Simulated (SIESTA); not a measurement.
A self-consistent single point of SrAg₃Pd₂ (P6/mmm, 6 atoms in the cell) with SIESTA.

Method: LDA PW92, numerical atomic orbitals DZP, PseudoDojo LDA standard norm-conserving potentials (rewritten from UPF to PSML) (SIESTA 5.4.2).

```
SrAg3Pd2
1.0
    5.54858     0.00000     0.00000
   -2.77429     4.80521     0.00000
    0.00000     0.00000     4.55616
Sr Ag Pd
1 3 2
Direct
  0.00000   0.00000   0.00000
  0.50000   0.00000   0.50000
  0.50000   0.50000   0.50000
  0.00000   0.50000   0.50000
  0.33333   0.66667   0.00000
  0.66667   0.33333   0.00000
```

Reference input (self-consistent single point, DFT, GGA PBEsol, numerical atomic orbitals DZP, PseudoDojo PBEsol standard norm-conserving potentials (rewritten from UPF to PSML)): XC.functional = GGA; XC.authors = PBEsol; potentials = PseudoDojo PBEsol standard; PAO.BasisSize = DZP; PAO.EnergyShift = 0.005 Ry; MeshCutoff = 400 Ry; kgrid.MonkhorstPack = 6 6 6; OccupationFunction = MP; OccupationMPOrder = 0; ElectronicTemperature = 200 meV; MaxSCFIterations = 150; SCF.Mixer.Method = Broyden. This run's input differs from it in these lines:

```diff
@@ -1,2 +1,2 @@
-# files in the folder: Sr.psml Ag.psml Pd.psml (PseudoDojo PBEsol standard)
+# files in the folder: Sr.psml Ag.psml Pd.psml (PseudoDojo LDA standard)
 SystemName  SrAg3Pd2
@@ -27,4 +27,4 @@
 
-XC.functional                GGA
-XC.authors                   PBEsol
+XC.functional                LDA
+XC.authors                   PW92
 PAO.BasisSize                DZP
```

Log, with long lists cut:

```
        iscf     Eharris(eV)        E_KS(eV)     FreeEng(eV)     dDmax    Ef(eV) dHmax(eV)
   scf:    1   -20752.740022   -20879.259450   -20879.344158  1.947318 -3.664544 23.296178
   scf:    2   -20915.964161   -20924.105046   -20924.151265  1.370619 -4.456421  6.478181
   scf:    3   -20926.720000   -20926.718018   -20926.758410  0.136700 -4.728313  1.716990
   scf:    4   -20926.832647   -20926.787599   -20926.828489  0.059824 -4.676236  1.165571
   scf:    5   -20926.826241   -20926.815441   -20926.857188  0.124258 -4.617149  0.199051
   [... 7 lines left out ...]
   scf:   13   -20926.818020   -20926.818021   -20926.859578  0.000027 -4.634381  0.000157
   scf:   14   -20926.818020   -20926.818020   -20926.859578  0.000021 -4.634399  0.000118
   scf:   15   -20926.818020   -20926.818020   -20926.859578  0.000014 -4.634412  0.000077
   scf:   16   -20926.818020   -20926.818020   -20926.859578  0.000010 -4.634422  0.000062
SCF Convergence by DM+H criterion
max |DM_out - DM_in|         :     0.0000099236
max |H_out - H_in|      (eV) :     0.0000615781
SCF cycle converged after 16 iterations

Using DM_out to compute the final energy and forces

siesta: E_KS(eV) =           -20926.8180

siesta: E_KS - E_eggbox =    -20926.8180

siesta: Atomic forces (eV/Ang):
     1   -0.000000    0.000000    0.000000
     2   -0.000000    0.000000    0.000000
     3   -0.000000    0.000000    0.000000
     4   -0.000000   -0.000000   -0.000000
     5    0.000010   -0.000006   -0.000000
     6   -0.000010    0.000006    0.000000
   Tot   -0.000000   -0.000000    0.000000
   Max    0.000010
   Res    0.000004    sqrt( Sum f_i^2 / 3N )
   Max    0.000010    constrained

   [... lines left out ...]
siesta: FreeEng =    -20926.859578
siesta: Cell volume =        121.476783 Ang**3
siesta:         -47.85247884        -47.85231751  kBar
   [... lines left out ...]
              0.223   1.770   1.693   1.767   1.693   1.770   0.110   0.128

              0.076   0.128   0.110

mulliken: Qtot =      103.000

Mulliken Atomic Populations:
Atom #   charge [q] valence [e]  Species
     1     1.571738    8.428262  Sr
     2    -0.175233   19.175233  Ag
     3    -0.175233   19.175233  Ag
     4    -0.175234   19.175234  Ag
     5    -0.523019   18.523019  Pd
     6    -0.523019   18.523019  Pd
 Total    -0.000000
```

The run converged in 16 iterations. Against the reference run the pressure goes from -0.97 to -4.79 GPa.

The starting cell comes from a database of computed structures (which also holds hypothetical and non-ambient phases and stackings), without a prior relaxation at this level. Spin polarisation is off. Values carry the incompleteness of an atom-centred basis. With a pressure of about -5 GPa the cell is away from its equilibrium volume at this level.

Cost on one core of a shared machine: roughly 90 s.
